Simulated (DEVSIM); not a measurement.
Structure: Ni/SiO2/p-Ge capacitor, at 300 K.

| layer (left to right) | material | thickness (nm) | Na (cm⁻³) |
|---|---|---|---|
| 1 | SiO2 | 7.40 | - |
| 2 | Ge | 3900 | 2.3e16 |

Metal gate on the left, work function 5.1 eV. Fixed charge at the semiconductor interface 0 cm⁻² (in units of +e); no interface traps.

Constants are typed, rounded textbook-type inputs, not results; the design itself was drawn at random and stands for no fabricated device. Values at 300 K.

```tsv
parameter	SiO2	Ge
gap (eV)	9	0.664
affinity (eV)	0.9	4
permittivity	3.9	16
Nc (cm⁻³)	-	1.04e19
Nv (cm⁻³)	-	6e18
```

Model (solved in DEVSIM): 1D Poisson equation in equilibrium, Boltzmann statistics, complete ionisation; no quantum confinement or tunnelling. Metal contacts follow the ideal Schottky-Mott rule: no Fermi-level pinning, no interface dipoles.

Base results: minimum of the low-frequency capacitance (μF/cm²) 0.0870; capacitance of the dielectric stack (μF/cm²) 0.467; threshold voltage (band bending 2φF) (V) 1.07; flat-band voltage (V) 0.58.

**Question.** What follows from this one change: interface trap density 0 → 2e+12 cm^-2 eV^-1?

**Answer.** minimum of the low-frequency capacitance 0.0870 → 0.223 μF/cm²; capacitance of the dielectric stack little changed (0.467 μF/cm²); threshold voltage (band bending 2φF) 1.07 → 1.19 V; flat-band voltage 0.58 → 0.45 V.

**Question.** What follows from this one change: substrate doping 2.3e+16 → 2.3e+15 cm^-3?

**Answer.** minimum of the low-frequency capacitance 0.0870 → 0.0405 μF/cm²; capacitance of the dielectric stack little changed (0.467 μF/cm²); threshold voltage (band bending 2φF) 1.07 → 0.92 V; flat-band voltage 0.58 → 0.64 V.

**Question.** What follows from this one change: fixed charge 0 → -7.5e+11 cm^-2?

**Answer.** minimum of the low-frequency capacitance little changed (0.0863 μF/cm²); capacitance of the dielectric stack little changed (0.467 μF/cm²); threshold voltage (band bending 2φF) 1.07 → 1.33 V; flat-band voltage 0.58 → 0.84 V.

**Question.** What follows from this one change: gate work function 5.1 → 5.4 eV?

**Answer.** minimum of the low-frequency capacitance little changed (0.0870 μF/cm²); capacitance of the dielectric stack little changed (0.467 μF/cm²); threshold voltage (band bending 2φF) 1.07 → 1.37 V; flat-band voltage 0.58 → 0.88 V.
